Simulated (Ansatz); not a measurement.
## A computed series for Sc: element substitutions

Start from Sc in the hcp (Mg type) structure (space group P6_3/mmc, No. 194).

```
CELL_PARAMETERS angstrom
      3.32949     0.00000     0.00000
     -1.66475     2.88342     0.00000
      0.00000     0.00000     5.19194
ATOMIC_POSITIONS crystal
  Sc 0.33333 0.66667 0.75000
  Sc 0.66667 0.33333 0.25000
```

Each row replaces one element on all its sites; cell and atoms are relaxed.

Computed with plane-wave PAW DFT at the r2SCAN level (Ansatz, a first-principles code, 500 eV), spin-orbit coupling left out.

Candidates:
(a) Sc → Ta
(b) Sc → Al
(c) Sc → K
(d) Sc → Zr

Base values:

The lattice parameter a comes out as 3.329 Å.

### Question
Order them by lattice parameter a, lowest first.

### Answer
(b) Sc → Al (2.818 Å), (a) Sc → Ta (2.887 Å), (d) Sc → Zr (3.246 Å), (c) Sc → K (4.751 Å)

Stability against distortions was not tested. For Ta, Al and K in this form, whether it has been made was not checked. All final runs are without spin polarisation. This is not the structure that Ta has at room temperature and ambient pressure. This is not the structure that Al has at room temperature and ambient pressure. This is not the structure that K has at room temperature and ambient pressure.
